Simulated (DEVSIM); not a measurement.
Structure: Schottky contact on n-type GaAs, at 300 K.

```tsv
layer (left to right)	material	thickness (μm)	Nd (cm⁻³)	τn (s)	τp (s)
1	GaAs	0.330	4.1e15	5e-10	5e-10
```

Left contact: Schottky, work function 5.23 eV, emission velocity 7.5e6 cm/s. Right contact: ohmic. Voltage is applied to the left contact. Recombination: SRH at mid-gap, radiative. Mobility is μmin + (μ − μmin)/(1 + (N/Nref)^α).

Constants are typed, rounded textbook-type inputs, not results; the design itself was drawn at random and stands for no fabricated device. Values at 300 K.

| parameter | GaAs |
|---|---|
| gap (eV) | 1.424 |
| affinity (eV) | 4.07 |
| permittivity | 12.9 |
| Nc (cm⁻³) | 4.7e17 |
| Nv (cm⁻³) | 9e18 |
| μn (cm²/Vs) | 8500 |
| μp (cm²/Vs) | 400 |
| μn,min | 500 |
| μp,min | 20 |
| Nref,n | 6e16 |
| Nref,p | 1.5e17 |
| αn | 0.39 |
| αp | 0.38 |
| B (cm³/s) | 2e-10 |

DEVSIM, 1D drift-diffusion, Boltzmann statistics, complete ionisation; no tunnelling, impact ionisation, image-force lowering or self-heating. Metal contacts follow the ideal Schottky-Mott rule: no Fermi-level pinning, no interface dipoles.

### Question
Tabulate band edges, carrier densities and field at -5.0 V on the left contact.

### Answer
Energies count from the Fermi level of the right contact; mesh points crowd at the junctions.

```tsv
x (μm)	Ec (eV)	Ev (eV)	n (cm⁻³)	p (cm⁻³)	field (V/cm)
0.000	6.160	4.736	< 1e2	3.3e14	-190000
0.005366	6.057	4.633	< 1e2	6.1e12	-190000
0.01175	5.934	4.510	< 1e2	5.3e10	-190000
0.01935	5.789	4.365	< 1e2	1.9e8	-190000
0.03039	5.578	4.154	< 1e2	56000	-190000
0.04152	5.366	3.942	< 1e2	970	-190000
0.05476	5.115	3.691	< 1e2	910	-190000
0.07401	4.752	3.328	< 1e2	840	-190000
0.09341	4.387	2.963	< 1e2	780	-190000
0.1165	3.957	2.533	< 1e2	700	-190000
0.1440	3.449	2.025	< 1e2	600	-180000
0.1780	2.826	1.402	< 1e2	480	-180000
0.2067	2.305	0.881	< 1e2	370	-180000
0.2309	1.870	0.446	< 1e2	280	-180000
0.2584	1.379	-0.045	< 1e2	170	-180000
0.2743	1.097	-0.327	< 1e2	110	-180000
0.2852	0.905	-0.519	350	< 1e2	-180000
0.2969	0.700	-0.724	800000	< 1e2	-180000
0.3101	0.468	-0.956	6.4e9	< 1e2	-170000
0.3178	0.335	-1.089	1.1e12	< 1e2	-170000
0.3243	0.222	-1.202	8.7e13	< 1e2	-170000
0.3300	0.123	-1.301	4.1e15	< 1e2	-170000
```
